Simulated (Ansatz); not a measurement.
Ansatz (an electronic-structure program) run on GaCuGeSe₄ (I-4, 7 atoms in the cell): self-consistent single point.

Computed with PBEsol, PAW files made with PBE (plane waves; Ansatz).

The change in words: lattice scaled by 0.98. Reference geometry:
```
GaCuGeSe4
1.0
   -2.75320     2.75320     5.40529
    2.75320    -2.75320     5.40529
    2.75320     2.75320    -5.40529
Ga Cu Ge Se
1 1 1 4
Direct
  0.50000   0.50000   0.00000
  0.25000   0.75000   0.50000
  0.75000   0.25000   0.50000
  0.11400   0.11832   0.47142
  0.88168   0.35310   0.99568
  0.64690   0.64258   0.52858
  0.35742   0.88600   0.00432
```

Reference input (self-consistent single point, DFT, PBEsol, plane waves, PAW files made with PBE): basis.ecutwfc = 30.9 Ry; kpoints.mp_grid.grid = 3 3 3; hamiltonian.xc = pbesol; hamiltonian.pseudopotentials = {kind: paw} (the program's default PAW files); scf.occupations.method = fixed. This run's input differs from it in these lines:

```diff
@@ -2,5 +2,5 @@
   lattice:
-    - [-2.753200, 2.753200, 5.405290]
-    - [2.753200, -2.753200, 5.405290]
-    - [2.753200, 2.753200, -5.405290]
+    - [-2.698136, 2.698136, 5.297184]
+    - [2.698136, -2.698136, 5.297184]
+    - [2.698136, 2.698136, -5.297184]
   atoms:
```

The program printed (abridged):

```
SCF iter   1: F=—  HF=-36286.091045 eV  |F-HF|=—  |Δ(HF+E_count)|=         —  Δρ=5.50e-2  dr2=4.44e0  ethr=3.10e-3  ⟨swp⟩=5.0  Hψ=1142  notcnv=0  defer=54
all-band conjugate gradients solve this SCF's bands
preconditioner: auto → Resta (q_TF=auto, 2.579 Å⁻¹)
SCF iter   2: F=—  HF=-36285.259065 eV  |F-HF|=—  |Δ(HF+E_count)|=   8.32e-1  Δρ=4.65e-2  dr2=1.86e0  ethr=3.10e-3  ⟨swp⟩=2.3  Hψ=650  notcnv=0  defer=38
   [... lines left out ...]
SCF iter  10: F=—  HF=-36284.831916 eV  |F-HF|=—  |Δ(HF+E_count)|=   3.44e-6  Δρ=2.82e-5  dr2=8.45e-7  ethr=9.79e-9  ⟨swp⟩=2.0  Hψ=560  notcnv=0  defer=22
SCF iter  11: F=—  HF=-36284.831917 eV  |F-HF|=—  |Δ(HF+E_count)|=   5.18e-7  Δρ=2.51e-5  dr2=6.33e-7  ethr=7.68e-10  ⟨swp⟩=2.0  Hψ=704  notcnv=0  defer=22
SCF iter  12: F=—  HF=-36284.831917 eV  |F-HF|=—  |Δ(HF+E_count)|=   7.55e-9  Δρ=1.15e-5  dr2=1.36e-7  ethr=5.76e-10  ⟨swp⟩=2.0  Hψ=704  notcnv=0  defer=22
SCF iter  13: F=-36284.831917 eV  HF=-36284.831917 eV  |F-HF|=2.00e-8  |Δ(HF+E_count)|=   3.25e-8  Δρ=3.75e-6  dr2=1.53e-8  ethr=9.09e-11  ⟨swp⟩=11.2  Hψ=2040  notcnv=0
SCF 1 converged in 13 iterations: F = -36284.831917 eV  dr2 = 1.53e-8
Free energy (F): -36284.831917 eV
Internal energy: -36284.831917 eV  (E = F + TS)
E sigma→0 (E₀):  -36284.831917 eV
Fermi energy:    8.232095 eV
--- Forces (eV/Å), atoms counted from 1 ---
  atom   1  Ga    -0.00000000     0.00000000    -0.00000000
  atom   2  Cu     0.00000000    -0.00000000    -0.00000000
  atom   3  Ge    -0.00000000     0.00000000     0.00000000
  atom   4  Se    -0.48753918    -0.10694371     0.24863982
  atom   5  Se    -0.10694371     0.48753918    -0.24863982
  atom   6  Se     0.48753918     0.10694371     0.24863982
  atom   7  Se     0.10694371    -0.48753918    -0.24863982
--- Stress (GPa, compression-positive) ---
        3.651274       0.000000      -0.000000
       -0.000000       3.651274       0.000000
       -0.000000       0.000000       3.410567
  P = ⅓ Tr σ = 3.5710 GPa (35.710 kbar)
  The stress holds the Pulay correction. Without it, at fixed plane waves, as pw.x and ABINIT print it: P = 3.5334 GPa
```

The run converged in 13 iterations. Against the reference run the free energy goes up by 10.9 meV/atom, the pressure goes from -0.79 to 3.57 GPa, the largest force goes from 0.178 to 0.558 eV/Å and the gap on the mesh goes from 0.795 to 1.046 eV.

The starting cell comes from a database of computed structures (which also holds hypothetical and non-ambient phases and stackings), without a prior relaxation at this level. For this run, on top of that: lattice scaled by 0.98. With a pressure of about 4 GPa the cell is away from its equilibrium volume at this level. Ansatz's pressure includes its estimate of the finite-basis (Pulay) stress.

Keys are those of Ansatz 0.2.
